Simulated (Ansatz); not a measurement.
## Effect of uniaxial strain ε_zz = −0.50 % on Si

The parent structure is Si in the diamond structure (space group Fd-3m, No. 227; a = 5.434 Å). Axes: x, y, z lie along the cube axes.

It is then changed as follows: the cell is compressed by 0.50 % along z with no lateral relaxation, atoms relaxed at fixed cell.

All numbers come from plane-wave PAW DFT at the PBEsol level (Ansatz, a program for electronic structure, 420 eV), no spin-orbit coupling. Settings: 11×11×11 k-points, 0.05 eV Fermi–Dirac smearing.

The volume per atom shrinks by 0.10 Å³ (20.05 Å³ → 19.95 Å³) and the space group changes from Fd-3m (No. 227) to I4_1/amd (No. 141). The energy is nearly the same and the band gap shrinks by 0.062 eV (0.47 eV → 0.40 eV). The gap character is indirect, Γ → Γ–M (87 % along) and the smallest direct gap drops by 0.03 eV (2.52 eV → 2.49 eV). The electron mass is still 0.93 mₑ along k, 0.19 mₑ across (off the special points) and the hole mass amounts to 0.17 mₑ along z, 0.26 mₑ across (at Γ). The valence-band top at Γ (three highest levels, from the VBM) goes from 0.00, 0.00, 0.00 eV to 0.00, -0.04, -0.04 eV and the valley order (the lowest conduction-band minima on the path, energy above the VBM, named in the base's zone) goes from a point along ⟨100⟩, about 1.0 Å⁻¹ from Γ 0.47 eV; L along ⟨111⟩ 1.46 eV to a point along [001], about 1.0 Å⁻¹ from Γ 0.40 eV; a point along [100], about 1.0 Å⁻¹ from Γ 0.45 eV; L along [1-11] 1.45 eV. The stress (xx, yy, zz, yz, xz, xy; compression positive) comes out as (0.31, 0.31, 0.78, 0.00, 0.00, 0.00) GPa.

Effective masses come from finite differences of ±0.01 Å⁻¹. Along k means along the line from Γ to the band edge. Whether these cells are dynamically stable was not tested. Labels are those of the standard path for the cell's own space group.
